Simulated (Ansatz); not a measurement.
The parent structure is Mg2Ge in the anti-fluorite structure (space group Fm-3m, No. 225).

```
CELL_PARAMETERS angstrom
      0.00000     3.18222     3.18222
      3.18222     0.00000     3.18222
      3.18222     3.18222     0.00000
ATOMIC_POSITIONS crystal
  Mg 0.25000 0.25000 0.25000
  Mg 0.75000 0.75000 0.75000
  Ge 0.00000 0.00000 0.00000
```

Cartesian axes are those of the cell as printed.

Computed with PBEsol (Ansatz, an electronic-structure program, PAW, scalar-relativistic without spin-orbit coupling).

Before the change:

| Quantity | Result |
|---|---|
| Valley order | X along ⟨100⟩ 0.08 eV; Γ 1.03 eV; L along ⟨111⟩ 1.03 eV |
| Volume per atom | 21.48 Å³ |

It is then changed as follows: tensile biaxial strain of 1.25 % in the plane normal to [111], as in epitaxy on a mismatched substrate; the out-of-plane cell vector and the atoms relax.

**Question.** Predict the new valley order.

**Answer.** The valley order (the lowest conduction-band minima on the path, energy above the VBM, named in the base's zone) becomes X along [001] 0.03 eV; L along [111] 0.78 eV; Γ 0.85 eV; L along [1-11] 0.93 eV (base: X along ⟨100⟩ 0.08 eV; Γ 1.03 eV; L along ⟨111⟩ 1.03 eV).

**Question.** Predict the new volume per atom.

**Answer.** The volume per atom grows by 0.424 Å³ to 21.91 Å³.

The levels and masses belong to the bands next to the band gap. No phonon test of stability was made. The final runs are not spin-polarised.
